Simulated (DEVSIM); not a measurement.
illuminated CdTe p-on-n cell, one wavelength

Structure: illuminated CdTe p-on-n cell, one wavelength, at 350 K.

```csv
layer (left to right),material,thickness (μm),Nd (cm⁻³),Na (cm⁻³),τn (s),τp (s),absorption coefficient (cm⁻¹)
1,CdTe,0.270,-,1.3e18,9.1e-12,2.9e-10,14000
2,CdTe,1.40,5.8e15,-,4.8e-10,4.8e-10,14000
```

Left contact: ohmic, minority electron recombination velocity 10000 cm/s. Right contact: ohmic, minority hole recombination velocity 10 cm/s. Voltage is applied to the left contact. Recombination: SRH at mid-gap, radiative, Auger. Light enters at the left, 5.8e16 photons cm⁻² s⁻¹, one pass, no reflection. Mobility is constant in doping.

Constants are typed, rounded textbook-type inputs, not results; the design itself was drawn at random and stands for no fabricated device. Values at 300 K; Nc and Nv go as T^1.5, mobilities as T to minus their exponent, the gap by Varshni's rule with the affinity fixed.

```csv
parameter,CdTe
gap (eV),1.5
affinity (eV),4.28
permittivity,10.2
Nc (cm⁻³),8e17
Nv (cm⁻³),1.8e19
μn (cm²/Vs),1000
μp (cm²/Vs),80
T exponent of μn,1.7
T exponent of μp,1.5
B (cm³/s),1e-10
Cn (cm⁶/s),1e-30
Cp (cm⁶/s),1e-30
Varshni α (eV/K),0.00031
Varshni β (K),108
```

Model (solved in DEVSIM): 1D drift-diffusion, Boltzmann statistics, complete ionisation; no tunnelling, impact ionisation, image-force lowering or self-heating.

The potential step across the device at zero bias comes out as 1.244 V and the largest field in the device at zero bias is 82000 V/cm. The dark forward voltage at 1 A/cm² comes out as 0.923 V and the dark forward voltage at 100 A/cm² is 1.125 V. The short-circuit current is 5.36 mA/cm². The open-circuit voltage is 0.661 V, the fill factor comes out as 0.66 and the largest power is 2.35 mW/cm². The share of generated pairs collected at short circuit is 0.639.

Dark forward current:

| V (V) | J (A/cm²) |
|---|---|
| 0.05 | 7.1e-8 |
| 0.10 | 2.3e-7 |
| 0.20 | 1.4e-6 |
| 0.25 | 3.4e-6 |
| 0.30 | 8.1e-6 |
| 0.40 | 4.6e-5 |
| 0.45 | 0.00011 |
| 0.50 | 0.00027 |
| 0.60 | 0.0016 |
| 0.65 | 0.0039 |
| 0.70 | 0.0097 |
| 0.75 | 0.025 |
| 0.85 | 0.19 |
| 0.90 | 0.57 |
| 0.95 | 1.9 |
| 1.05 | 21 |
| 1.10 | 62 |
| 1.15 | 160 |
| 1.25 | 900 |
| 1.30 | 2000 |

Current under light (generator sign):

| V (V) | J (mA/cm²) |
|---|---|
| 0.00 | 5.36 |
| 0.10 | 5.29 |
| 0.20 | 5.21 |
| 0.30 | 5.11 |
| 0.40 | 4.98 |
| 0.52 | 4.53 |
| 0.54 | 4.34 |
| 0.56 | 4.09 |
| 0.58 | 3.74 |
| 0.60 | 3.24 |
| 0.62 | 2.54 |
| 0.64 | 1.53 |
| 0.66 | 0.0808 |
| 0.68 | -2.01 |
